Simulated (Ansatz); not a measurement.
Take PbSe in the rock salt structure (space group Fm-3m, No. 225; a = 6.178 Å) as the base. Axes: x, y, z lie along the cube axes.

Level of theory: Ansatz (a program for electronic structure) r2SCAN, without spin-orbit coupling, earlier PAW set.

For the base:

| Item | Result |
|---|---|
| Valley order | L along ⟨111⟩ 0.67 eV; a point along ⟨110⟩, about 0.6 Å⁻¹ from Γ 1.47 eV |
| Electron mass | 0.19 mₑ along k, 0.14 mₑ across (at L) |

The change: biaxial strain +0.74 %, plane normal [001], relaxed out of plane (Cartesian); in-plane vectors clamped, the third vector and the atoms free.

Task: Estimate the effect on the out-of-plane strain.

Result: The out-of-plane strain comes out as -0.16 %.

Task: How does this affect the valley order?

Result: The valley order (the lowest conduction-band minima on the path, energy above the VBM, named in the base's zone) becomes L along [1-1-1] 0.71 eV; a point along [1-10], about 0.6 Å⁻¹ from Γ 1.50 eV; a point along [100], about 0.4 Å⁻¹ from Γ 2.21 eV (base: L along ⟨111⟩ 0.67 eV; a point along ⟨110⟩, about 0.6 Å⁻¹ from Γ 1.47 eV).

Task: What does the calculation give for the electron mass after the change?

Result: The electron mass goes from 0.19 mₑ along k, 0.14 mₑ across (at L) to 0.20 mₑ along k, 0.14 mₑ across (at L).

Task: How does this affect the energy relative to the base?

Result: The energy goes up by 1.4 meV/atom.

With Pb present, leaving out spin-orbit coupling can change the band edges. The levels and masses belong to the bands next to the band gap. Effective masses come from finite differences of ±0.01 Å⁻¹. Along k means along the line from Γ to the band edge. No phonon test of stability was made.
